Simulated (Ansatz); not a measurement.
Start from CaF$_{2}$ in the fluorite structure (space group Fm-3m, No. 225; a = 5.439 Å). Axes: x, y, z lie along the cube axes.

Method: DFT with r2SCAN, PAW potentials and a 500 eV plane-wave cutoff in Ansatz (an electronic-structure program), without spin-orbit coupling.

Before the change:

| Quantity | Value |
|---|---|
| Valley order | Γ 8.03 eV; X along ⟨100⟩ 8.79 eV |
| Pressure | 0.00 GPa |

Modification: strain tensor (xx, yy, zz, yz, xz, xy) = (+1.10, +1.52, −1.26, −0.77, −1.47, −1.22) %, atoms relaxed at fixed cell.

What happens to the largest internal atomic displacement?

The largest internal atomic displacement is 0.016 Å.

Predict the new valley order.

The valley order (the lowest conduction-band minima on the path, energy above the VBM, named in the base's zone) goes from Γ 8.03 eV; X along ⟨100⟩ 8.79 eV to Γ 7.84 eV; X along [010] 8.64 eV; X along [100] 8.64 eV; X along [001] 8.66 eV.

How does this affect the energy relative to the base?

The energy goes up by 5.4 meV/atom.

Estimate the effect on the pressure.

The pressure (mean of the normal stresses, compression positive) goes from zero to -1.07 GPa.

The levels and masses belong to the bands next to the band gap. Stability against distortions was not tested.
